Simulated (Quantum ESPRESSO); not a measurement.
A self-consistent single point of CdO2 (P1, 6 atoms in the cell) with Quantum ESPRESSO.

Computed with LDA (PZ), GBRV 1.5 ultrasoft (LDA) pseudopotentials (plane waves; Quantum ESPRESSO).

```xyz
6
Lattice="2.7147 -5.9523 0.0000 2.7147 5.9523 0.0000 -2.4432 0.0000 2.7149" Properties=species:S:1:pos:R:3 pbc="T T T"
Cd     2.7286    -4.2175     0.1900
Cd     2.7471     4.1897     0.1590
O      4.3005     0.0189     0.9728
O      1.3498     0.0110     0.4894
O      1.5094    -2.8419     1.5876
O      1.5026     2.8398     1.5423
```

Reference input (self-consistent single point, DFT, LDA (PZ), plane waves, GBRV 1.5 ultrasoft (LDA) pseudopotentials): ecutwfc = 40 Ry; ecutrho = 200 Ry; occupations = smearing; smearing = marzari-vanderbilt; degauss = 0.0073499 Ry; potentials = {Cd: cd_lda_v1.uspp.F.UPF, O: o_lda_v1.2.uspp.F.UPF}; K_POINTS = automatic 5 5 7 0 0 0; conv_thr = 1e-10 Ry. This run's input differs from it in these lines:

```diff
@@ -17,3 +17,3 @@
   smearing = 'marzari-vanderbilt'
-  degauss = 0.0073499
+  degauss = 0.0147
 /
```

The program printed (abridged):

```
     Self-consistent Calculation

     iteration #  1     ecut=    40.00 Ry     beta= 0.70

---- Real-time Memory Report at c_bands before calling an iterative solver
           157 MiB given to the printing process from OS
           130 MiB allocation reported by mallinfo(arena+hblkhd)
------------------

     negative rho (up, down):  3.990E-02 0.000E+00

     total energy              =    -356.63935166 Ry
     estimated scf accuracy    <       1.19414057 Ry

     iteration #  2     ecut=    40.00 Ry     beta= 0.70

---- Real-time Memory Report at c_bands before calling an iterative solver
   [... lines left out ...]
           248 MiB given to the printing process from OS
           145 MiB allocation reported by mallinfo(arena+hblkhd)
------------------

     negative rho (up, down):  4.162E-02 0.000E+00

     total energy              =    -357.51387888 Ry
     estimated scf accuracy    <          4.2E-10 Ry

     iteration # 19     ecut=    40.00 Ry     beta= 0.70

---- Real-time Memory Report at c_bands before calling an iterative solver
           248 MiB given to the printing process from OS
           145 MiB allocation reported by mallinfo(arena+hblkhd)
------------------

     negative rho (up, down):  4.162E-02 0.000E+00
     End of self-consistent calculation

     the Fermi energy is     4.5213 ev

!    total energy              =    -357.51387888 Ry
     estimated scf accuracy    <          4.1E-11 Ry
     smearing contrib. (-TS)   =      -0.00349272 Ry
     internal energy E=F+TS    =    -357.51038616 Ry

     convergence has been achieved in  19 iterations

     negative rho (up, down):  4.162E-02 0.000E+00

     Forces acting on atoms (cartesian axes, Ry/au):

     atom    1 type  1   force =    -0.00203137    0.01840179   -0.00378977
     atom    2 type  1   force =    -0.00150751   -0.00912803    0.00295843
     atom    3 type  2   force =     0.00915049   -0.00448938    0.03855520
     atom    4 type  2   force =    -0.01014924   -0.00393487   -0.06275555
     atom    5 type  2   force =    -0.00087631   -0.00599639    0.00809445
   [... lines left out ...]
     Total force =     0.080892     Total SCF correction =     0.000040
   [... lines left out ...]

     negative rho (up, down):  4.162E-02 0.000E+00
          total   stress  (Ry/bohr**3)                   (kbar)     P=     -120.74
  -0.00069547   0.00000686  -0.00011231         -102.31        1.01      -16.52
   0.00000686  -0.00076624   0.00000550            1.01     -112.72        0.81
  -0.00011231   0.00000550  -0.00100054          -16.52        0.81     -147.18

   JOB DONE.
```

The run converged in 19 iterations. Against the reference run the free energy falls by 3.1 meV/atom, the pressure stays near -12.07 GPa while the zz stress (positive for compression) goes from -15.07 to -14.72 GPa and the largest force goes from 1.648 to 1.638 eV/Å.

The starting cell comes from a database of computed structures (which also holds hypothetical and non-ambient phases and stackings), without a prior relaxation at this level. Its atoms were displaced at random from the sites of space group no. 8. With a pressure of about -12 GPa the cell is away from its equilibrium volume at this level. Forces in this geometry exceed 1 eV/Å. The run gives no clean gap (levels at the Fermi energy touch, overlap or are partly filled at this smearing), which alone does not show that the compound is a metal.

Cost on one core of a shared machine: roughly 4 min.
